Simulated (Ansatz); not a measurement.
# Y, pressure series

Base system: Y in the hcp (Mg type) structure (space group P6_3/mmc, No. 194; a = 3.656 Å, c = 5.679 Å).

Cell and atoms are relaxed at each pressure.

Method: PBE, PAW, 420 eV (Ansatz, a quantum-chemistry and plane-wave program; scalar-relativistic without spin-orbit coupling).

Candidates:
(a) pressure 100 GPa
(b) pressure 3 GPa
(c) pressure 15 GPa
(d) pressure 75 GPa

Base values:

- c/a ratio: 1.553

**Question.** Order them by c/a ratio, highest first.

**Answer.** (a) pressure 100 GPa (1.702), (d) pressure 75 GPa (1.688), (c) pressure 15 GPa (1.580), (b) pressure 3 GPa (1.554)

Load acts through the strain it causes; cell and atoms are relaxed under it. Whether these cells are dynamically stable was not tested. No other phases were tried under pressure. The final runs are not spin-polarised.
